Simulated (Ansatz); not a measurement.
Structure of amorphous Sn18Se36 (periodic cell):

```yaml
crystal:
  lattice:
    - [11.81551, 0.00000, 0.00000]
    - [0.00000, 11.81551, 0.00000]
    - [0.00000, 0.00000, 11.81551]
  atoms:
    - { symbol: Sn, position: [0.07835, 0.27787, 0.18095] }
    - { symbol: Sn, position: [0.11529, 0.93495, 0.12074] }
    - { symbol: Sn, position: [0.52449, 0.91068, 0.02349] }
    - { symbol: Sn, position: [0.51836, 0.55949, 0.87908] }
    - { symbol: Sn, position: [0.60020, 0.99634, 0.45483] }
    - { symbol: Sn, position: [0.94539, 0.96253, 0.74327] }
    - { symbol: Sn, position: [0.30417, 0.28433, 0.83666] }
    - { symbol: Sn, position: [0.71711, 0.68584, 0.42290] }
    - { symbol: Sn, position: [0.85407, 0.52013, 0.97505] }
    - { symbol: Sn, position: [0.03435, 0.59725, 0.45619] }
    - { symbol: Sn, position: [0.95334, 0.27348, 0.51055] }
    - { symbol: Sn, position: [0.25155, 0.87488, 0.41542] }
    - { symbol: Sn, position: [0.59947, 0.28985, 0.03947] }
    - { symbol: Sn, position: [0.39350, 0.86961, 0.70159] }
    - { symbol: Sn, position: [0.80572, 0.80692, 0.12169] }
    - { symbol: Sn, position: [0.57526, 0.29983, 0.42404] }
    - { symbol: Sn, position: [0.70160, 0.16545, 0.75803] }
    - { symbol: Sn, position: [0.18919, 0.54274, 0.08371] }
    - { symbol: Se, position: [0.15775, 0.07298, 0.71513] }
    - { symbol: Se, position: [0.22069, 0.45684, 0.70064] }
    - { symbol: Se, position: [0.25146, 0.72675, 0.57196] }
    - { symbol: Se, position: [0.16066, 0.14919, 0.52914] }
    - { symbol: Se, position: [0.67531, 0.61988, 0.72487] }
    - { symbol: Se, position: [0.65173, 0.53658, 0.06961] }
    - { symbol: Se, position: [0.22285, 0.77204, 0.21943] }
    - { symbol: Se, position: [0.51795, 0.17718, 0.59950] }
    - { symbol: Se, position: [0.11426, 0.68482, 0.85461] }
    - { symbol: Se, position: [0.71642, 0.82936, 0.92940] }
    - { symbol: Se, position: [0.51091, 0.61537, 0.46962] }
    - { symbol: Se, position: [0.42956, 0.43818, 0.70787] }
    - { symbol: Se, position: [0.47095, 0.47446, 0.33558] }
    - { symbol: Se, position: [0.03225, 0.37366, 0.98203] }
    - { symbol: Se, position: [0.39599, 0.02128, 0.35720] }
    - { symbol: Se, position: [0.06940, 0.00525, 0.42046] }
    - { symbol: Se, position: [0.98785, 0.45033, 0.64037] }
    - { symbol: Se, position: [0.61298, 0.80119, 0.64299] }
    - { symbol: Se, position: [0.63521, 0.81255, 0.25795] }
    - { symbol: Se, position: [0.91720, 0.97741, 0.19658] }
    - { symbol: Se, position: [0.39225, 0.74620, 0.89859] }
    - { symbol: Se, position: [0.90191, 0.22929, 0.29458] }
    - { symbol: Se, position: [0.39150, 0.41272, 0.02278] }
    - { symbol: Se, position: [0.86357, 0.11168, 0.89507] }
    - { symbol: Se, position: [0.12850, 0.88383, 0.90563] }
    - { symbol: Se, position: [0.74924, 0.40792, 0.51034] }
    - { symbol: Se, position: [0.62497, 0.14928, 0.27548] }
    - { symbol: Se, position: [0.22211, 0.12625, 0.10852] }
    - { symbol: Se, position: [0.91547, 0.65482, 0.80557] }
    - { symbol: Se, position: [0.93941, 0.63343, 0.15400] }
    - { symbol: Se, position: [0.82951, 0.09847, 0.57488] }
    - { symbol: Se, position: [0.69935, 0.37436, 0.83732] }
    - { symbol: Se, position: [0.82036, 0.50259, 0.33833] }
    - { symbol: Se, position: [0.18474, 0.42725, 0.29003] }
    - { symbol: Se, position: [0.89161, 0.77188, 0.51709] }
    - { symbol: Se, position: [0.51759, 0.10016, 0.88187] }
```

These are PBE, scalar-relativistic without spin-orbit coupling, PAW (Ansatz default set, large-core Se) (plane waves to 420 eV; Ansatz, a quantum-chemistry and plane-wave program) values and carry that method's errors. Neutral PBE cell, which sets geometry, pressure and energy: sampling: a 2×2×2 Γ-centred mesh; Fermi-Dirac width 0.05 eV; no spin polarisation.

A CHGNet melt-quench gave the starting glass, which DFT then relaxed. The hot cell started wider than the set density and was brought back towards it in steps. It is the lowest in DFT energy of 4 quenches. It is a model cell: composition and starting density were chosen by hand, and all elements were melted together. No dispersion term was used. Its density started from a set value of 5.01 and ended at 5.01 g/cm³. Cooling (nominally 17 K/ps over its main leg) ran many orders faster than in experiment, which tends to leave more defects and strain. Values belong to this one cell and scatter from quench to quench. The volume was held where the preparation left it.

Task: Give the pressure, the energy against reference phases and the spacing of the highest filled and lowest empty levels.

Result: 
| Quantity | Result |
|---|---|
| Pressure on a 2×2×2 Γ-centred mesh | 0.93 GPa |
| Largest force and stress component on that mesh (the relaxation ran on one k-point at (1/4, 1/4, 1/4)) | 0.15 eV/Å and 1.0 GPa |
| Energy relative to SnSe2 (P-3m1) (lowest mix at this level among the phases computed, not always the ambient ones) | 147 meV/atom |
| Gap on a 2×2×2 Γ-centred mesh (PBE) | 0.36 eV |
| Gap at the zone centre (PBE) | 0.43 eV |
| Distance between the nearest levels spread over more than a fifth of the atoms or a third of the atoms of their main element (six at least) (PBE, zone centre) | 0.43 eV |

Task: At PBE and the zone centre, how localised are the states just below and above the Fermi level (participation number: the atoms over which a state spreads)?

Result: The highest filled state is spread over 22.1 atoms' worth, largest on Se42, with weights by element (charge in smoothed Voronoi cells) Se 0.79, Sn 0.21. The lowest empty state is spread over 18.1 atoms' worth, largest on Sn9, with weights by element (charge in smoothed Voronoi cells) Se 0.73, Sn 0.27.

Neighbours within Sn-Sn 3.34 Å, Sn-Se 3.08 Å, Se-Se 2.76 Å count as bonded.
